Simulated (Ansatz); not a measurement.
Input:

```
CELL_PARAMETERS angstrom
      3.81788     0.00000     0.00000
      0.00000     3.81788     0.00000
      0.00000     0.00000     3.81788
ATOMIC_POSITIONS crystal
  Cu 0.00000 0.50000 0.50000
  Cu 0.50000 0.50000 0.00000
  Cu 0.50000 0.00000 0.50000
  Au 0.00000 0.00000 0.00000
```

No spin polarisation.

Method: PBE (Ansatz, a quantum-chemistry and plane-wave program, PAW, spin-orbit coupling left out). k-mesh 15×15×15 (Γ-centred); smearing 0.1 eV (Fermi–Dirac).

### Question
Predict the band gap, pressure and space group.

### Answer
The band gap comes out as zero. The pressure is -3.8 GPa and the space group comes out as Pm-3m (No. 221).

The cells carry an imposed strain or load. Stability against distortions was not tested. The final runs are not spin-polarised. The cell was made from Cu3Au in the Cu3Au type structure (space group Pm-3m, No. 221) by this change: isotropic strain +0.98 %.
